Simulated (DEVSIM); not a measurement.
Device: Mo/SiO2/p-Si capacitor, at 300 K.

```
layer (left to right)  material  thickness (nm)  Na (cm⁻³)
---------------------  --------  --------------  ---------
1                          SiO2            2.30          -
2                            Si            1700     1.1e17
```

Metal gate on the left, work function 4.6 eV. Fixed charge at the semiconductor interface 9.7e10 cm⁻² (in units of +e); no interface traps.

Constants are typed, rounded textbook-type inputs, not results; the design itself was drawn at random and stands for no fabricated device. Values at 300 K.

| parameter | SiO2 | Si |
|---|---|---|
| gap (eV) | 9 | 1.124 |
| affinity (eV) | 0.9 | 4.05 |
| permittivity | 3.9 | 11.7 |
| Nc (cm⁻³) | - | 2.86e19 |
| Nv (cm⁻³) | - | 3.1e19 |

Simulated with DEVSIM: 1D Poisson equation in equilibrium, Boltzmann statistics, complete ionisation; no quantum confinement or tunnelling. Metal contacts follow the ideal Schottky-Mott rule: no Fermi-level pinning, no interface dipoles.

The interface trap density was swept, all else fixed.

| interface trap density (cm^-2 eV^-1) | flat-band voltage (V) | threshold voltage (band bending 2φF) (V) | minimum of the low-frequency capacitance (μF/cm²) |
|---|---|---|---|
| 0 | -0.44 | 0.51 | 0.108 |
| 1e10 | -0.44 | 0.51 | 0.109 |
| 1e11 | -0.44 | 0.52 | 0.121 |
| 3e11 | -0.44 | 0.53 | 0.148 |
| 1e12 | -0.46 | 0.58 | 0.235 |
| 2e12 | -0.48 | 0.65 | 0.338 |

From the first row to the last the flat-band voltage goes from -0.44 to -0.48. From the first row to the last the threshold voltage (band bending 2φF) goes from 0.51 to 0.65.
